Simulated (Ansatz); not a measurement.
TiC under load (space group I4/mmm), PBEsol, DFPT electron-phonon coupling, linearised Boltzmann equation in Ansatz (a first-principles code). Condition of this run: biaxial stress xx = yy = 3 GPa (compression positive) (the target of the relaxation). Phonon-limited resistivity 12.2 μΩ·cm at 300 K along z (a = (0.00, 2.14, 2.15) Å; b = (2.14, 0.00, 2.15) Å; c = (2.14, 2.14, 0.00) Å), 19.8 μΩ·cm at 400 K, Drude plasma energy 3.62 eV.

### Question
What Drude relaxation time do resistivity and plasma energy imply?

### Answer
ω_p = 5.50e15 s⁻¹, so τ = 1/(ε₀ ω_p² ρ) = 30.6 fs, a damping ħ/τ of 21.5 meV.

### Question
What temperature coefficient of resistance follows, and how does it compare with 1/T?

### Answer
(ρ₄₀₀ − ρ₃₀₀)/(100 K × ρ₃₀₀) = 6.23×10⁻³ K⁻¹, against 1/T = 3.33×10⁻³ K⁻¹ for a resistivity proportional to T. It lies higher because phonons are still being populated at 300 K; impurities would add a constant and lower it.

### Question
Estimate the electronic thermal conductivity at 300 K by the Wiedemann-Franz law (L₀ = 2.44×10⁻⁸ W·Ω/K²).

### Answer
L₀T/ρ = 2.44×10⁻⁸ × 300/(12.2×10⁻⁸) = 60.0 W/(m·K). Inelastic scattering puts the true Lorenz number somewhat under L₀ near and below the Debye temperature.

A metal at this level (no band gap). Only scattering by harmonic phonons is included (no impurities, grain boundaries, electron-electron scattering or thermal expansion). Spin-orbit coupling is left out. Halving the electron mesh (32x32x32) moves the resistivity by up to 4 % at 300 K. Smearing 0.20 eV; phonons on a 6x6x6 q mesh, which this run doesn't test.
